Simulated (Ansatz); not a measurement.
Ansatz (a first-principles code) run on MgPd (Pm-3m, 2 atoms in the cell): relaxation of cell and atoms.

Level of theory: LDA (PW92), default PAW files made with PBE (plane waves; Ansatz).

The change in words: atoms on their sites; basis.ecutwfc: 420 eV → 210 eV; relax: default → cell and atoms. Reference geometry:
```yaml
crystal:
  lattice:
    - [3.13960, 0.00000, 0.00000]
    - [0.00000, 3.13960, 0.00000]
    - [0.00000, 0.00000, 3.13960]
  atoms:
    - { symbol: Mg, position: [0.00000, 0.00000, 0.01593] }
    - { symbol: Pd, position: [0.50000, 0.50000, 0.50000] }
```

Reference input (self-consistent single point, DFT, LDA (PW92), plane waves, default PAW files made with PBE): basis.ecutwfc = 420 eV; kpoints.mp_grid.grid = 11 11 11; hamiltonian.xc = lda; hamiltonian.pseudopotentials = {kind: paw} (the program's default PAW files); scf.occupations.method = gaussian; scf.occupations.width = 0.1 eV. This run's input differs from it in these lines:

Ansatz 0.2 input:
```diff
@@ -6,6 +6,6 @@
   atoms:
-    - { symbol: Mg, position: [0.00000000, 0.00000000, 0.01592600] }
+    - { symbol: Mg, position: [0.00000000, 0.00000000, 0.00000000] }
     - { symbol: Pd, position: [0.50000000, 0.50000000, 0.50000000] }
 basis:
-  ecutwfc: 420.0
+  ecutwfc: 210.0
 kpoints:
@@ -21,2 +21,4 @@
     width: 0.1
+relax:
+  cell: {}
 output:
```

Log, with long lists cut:

```
   [... SCF lines of the steps left out ...]
relax step   1: F+E_penalty+E_count = -8738.17035548 eV  Δ(F+E_penalty+E_count) = +0.000e0 eV  max|allowed force component| = 3.665e-30 eV/Å  Δτ_max = 0.0000 Å  P = -4.421 GPa  Ω = 30.947 Å³  (6 SCF iters, dr2 threshold 1.00e-7 eV, accepted)
relax step   2: F+E_penalty+E_count = -8740.34876806 eV  Δ(F+E_penalty+E_count) = -2.178e0 eV  max|allowed force component| = 3.589e-29 eV/Å  Δτ_max = 0.0000 Å  P = +51.269 GPa  Ω = 29.442 Å³  energy of the carried Pulay correction = +2.398e0 eV  (6 [...]
   [... lines left out ...]
relax step 119: F+E_penalty+E_count = -8738.23041489 eV  Δ(F+E_penalty+E_count) = -3.429e-2 eV  max|allowed force component| = 5.276e-30 eV/Å  Δτ_max = 0.0000 Å  P = -0.007 GPa  Ω = 30.064 Å³  energy of the carried Pulay correction = +3.423e-2 eV  [...]
relax step 120: F+E_penalty+E_count = -8738.09846725 eV  Δ(F+E_penalty+E_count) = +1.319e-1 eV  max|allowed force component| = 4.158e-30 eV/Å  Δτ_max = 0.0000 Å  P = +0.198 GPa  Ω = 30.064 Å³  stress off target by 1.98e-1 GPa  SCF on the basis [...]
basis re-selected at this cell: Δ(F+E_penalty+E_count) = +1.319e-1 eV, ΔP = +0.205 GPa vs the last step
   [... lines left out ...]
Free energy (F): -8738.098467 eV
Fermi energy:    14.319283 eV
Error: variable-cell relaxation did not converge after 120 `relax_step` rows, as none of its last 53 fresh-basis SCF(s) at a relaxed cell met both thresholds with a finite energy. The last misses `relax.cell.stress_tol`: largest allowed force component 4.16e-30 eV/Å (`relax.f_tol` 1.00e-2 eV/Å), stress off the target on the free part of the cell 1.98e-1 GPa (`relax.cell.stress_tol` 5.00e-2 GPa), F+E_penalty+E_count -8738.09846725 eV. The closest is row 110, whose structure comes with this error. Larger ratio of force or stress to its threshold at each such SCF whose figures are numbers: 63.750, 57.536, 28.054, 27.009, 28.832, 21.848, 25.581, 20.499, 13.183, 16.137, 4.902, 6.029, [...]
   [... lines left out ...]
to start a new deck from the relaxed geometry:
  cell:  # Å, volume = 30.0614 Å³
    - [3.109351408655051, 1.0829343583127397e-32, -5.766254315265637e-33]
    - [1.0765145918314488e-32, 3.109351408655051, -1.2037062152420224e-34]
    - [-5.7983531476720905e-33, -1.2037062152420224e-34, 3.109351408655051]
  atoms:
    - { symbol: Mg, position: [6.109231450293117e-47, 2.2883121021122136e-48, 1.060614498121853e-47] }
    - { symbol: Pd, position: [0.5, 0.5, 0.5] }
```

The relaxation ended unconverged.  The full log also holds: “iter 2 did not close the SCF: its close was put off for the readings that it lacked (scf_convergence_deferred on its scf_iter line)”. The full log also holds: “iter 3 did not close the SCF: its close was put off for the readings that it lacked (scf_convergence_deferred on its scf_iter line)”.

The starting cell comes from a database of computed structures (which also holds hypothetical and non-ambient phases and stackings), without a prior relaxation at this level. Its lattice was rescaled by up to half a per cent. The cutoff lies below the one recommended for these files.

Cost on one core of a shared machine: roughly 2 min.
